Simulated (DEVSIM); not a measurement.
Structure: TaN/SiON/p-GaSb capacitor, at 300 K.

| layer (left to right) | material | thickness (nm) | Na (cm⁻³) |
|---|---|---|---|
| 1 | SiON | 2.40 | - |
| 2 | GaSb | 510 | 1.4e18 |

Metal gate on the left, work function 4.4 eV. Fixed charge at the semiconductor interface -5.6e11 cm⁻² (in units of +e); no interface traps.

The device is made up for the run: typed textbook-type constants, with dimensions and the other settings drawn at random. Values at 300 K.

```csv
parameter,SiON,GaSb
gap (eV),7,0.726
affinity (eV),1.4,4.06
permittivity,5.5,15.7
Nc (cm⁻³),-,2.1e17
Nv (cm⁻³),-,1.8e19
```

DEVSIM, 1D Poisson equation in equilibrium, Boltzmann statistics, complete ionisation; no quantum confinement or tunnelling. Metal contacts follow the ideal Schottky-Mott rule: no Fermi-level pinning, no interface dipoles.

Task: Tabulate band edges, carrier densities and field at 0.2 V on the gate.

Result: Energies count from the Fermi level of the right contact; mesh points crowd at the junctions.

```
x (μm)     Ec (eV)  Ev (eV)  n (cm⁻³)  p (cm⁻³)  field (V/cm)
---------  -------  -------  --------  --------  ------------
0.000        2.800   -4.200     < 1e2     < 1e2       1000000
0.0006800    2.868   -4.132     < 1e2     < 1e2       1000000
0.001320     2.933   -4.067     < 1e2     < 1e2       1000000
0.002000     3.001   -3.999     < 1e2     < 1e2       1000000
0.002982     0.396   -0.330    4.7e10    5.1e13        280000
0.004233     0.429   -0.297    1.3e10    1.9e14        260000
0.006555     0.485   -0.241     1.5e9    1.6e15        220000
0.01241      0.586   -0.140     3.0e7    8.0e16        130000
0.02042      0.645   -0.081   3000000    8.0e17         33000
0.03528      0.660   -0.066   1700000    1.4e18           990
0.05965      0.660   -0.066   1700000    1.4e18           ≈ 0
0.1240       0.660   -0.066   1700000    1.4e18           ≈ 0
0.2190       0.660   -0.066   1700000    1.4e18           ≈ 0
0.3368       0.660   -0.066   1700000    1.4e18           ≈ 0
0.4294       0.660   -0.066   1700000    1.4e18           ≈ 0
0.4662       0.660   -0.066   1700000    1.4e18           ≈ 0
0.4859       0.660   -0.066   1700000    1.4e18           ≈ 0
0.4980       0.660   -0.066   1700000    1.4e18           ≈ 0
0.5062       0.660   -0.066   1700000    1.4e18           ≈ 0
0.5092       0.660   -0.066   1700000    1.4e18           ≈ 0
0.5111       0.660   -0.066   1700000    1.4e18           ≈ 0
0.5124       0.660   -0.066   1700000    1.4e18           ≈ 0
```
